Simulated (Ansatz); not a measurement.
The parent structure is SiC (space group P6_3mc, No. 186; a = 3.0950 Å, c = 15.1865 Å).

(Cell as relaxed with PBE.)

Levels (all Ansatz, a first-principles code, PAW, earlier PAW set): PBE (420 eV, no spin-orbit coupling); r2SCAN (500 eV, scalar-relativistic without spin-orbit coupling).

Each level relaxes its own structure.

```
quantity                  PBE  r2SCAN
-------------------  --------  ------
volume per atom      10.50 Å³     ___
lattice parameter a   3.095 Å     ___
lattice parameter c  15.186 Å     ___
```

Task: Predict the r2SCAN column.

Result: 
- volume per atom, r2SCAN: 10.33 Å³
- lattice parameter a, r2SCAN: 3.079 Å
- lattice parameter c, r2SCAN: 15.108 Å

PBE's volume per atom lies 0.164 Å³ above r2SCAN's (1.6 %); PBE's lattice parameter a lies 0.016 Å above r2SCAN's (0.5 %); PBE's lattice parameter c lies 0.0786 Å above r2SCAN's (0.5 %). Neither level is exact; r2SCAN is the comparison here, not a measurement.

No phonon test of stability was made.
